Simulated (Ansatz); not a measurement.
## Lu (model structure, started from the bcc type, Im-3m, No. 229, 1 atom in the cell)

These are r²SCAN+rVV10 (plane waves, PAW; Ansatz, a program for electronic structure) values and carry that method's errors.

Settings: plane-wave cutoff 560 eV, 20×20×20 k mesh, Fermi–Dirac smearing 0.05 eV, scalar-relativistic PAW data made under PBE.

Cell (relaxed at this level):

```cif
data_Lu2
_chemical_formula_sum 'Lu2'
_space_group_name_H-M_alt 'Im-3m'
_space_group_IT_number 229
_space_group_name_Hall '-I 4 2 3'
_cell_length_a 3.87092
_cell_length_b 3.87092
_cell_length_c 3.87092
_cell_angle_alpha 90.000
_cell_angle_beta 90.000
_cell_angle_gamma 90.000
loop_
_atom_site_label
_atom_site_type_symbol
_atom_site_symmetry_multiplicity
_atom_site_Wyckoff_symbol
_atom_site_fract_x
_atom_site_fract_y
_atom_site_fract_z
_atom_site_occupancy
Lu1 Lu 2 a 0.00000 0.00000 0.00000 1
```
(The calculation used a cell of 1 atom; values per cell refer to that cell.)

For Lu (model structure, started from the bcc type, Im-3m, No. 229, 1 atom in the cell), the band gap is zero (no gap).

Note: the relaxation could raise the start's symmetry but not lower it, so the cell can be a saddle point.

Spin–orbit coupling is not included.

Static lattice: no zero-point or thermal effects.

A model structure was made by putting elements into a prototype or built by hand; it is no filed structure, need not be a known phase, and can be a saddle point held by its symmetry.
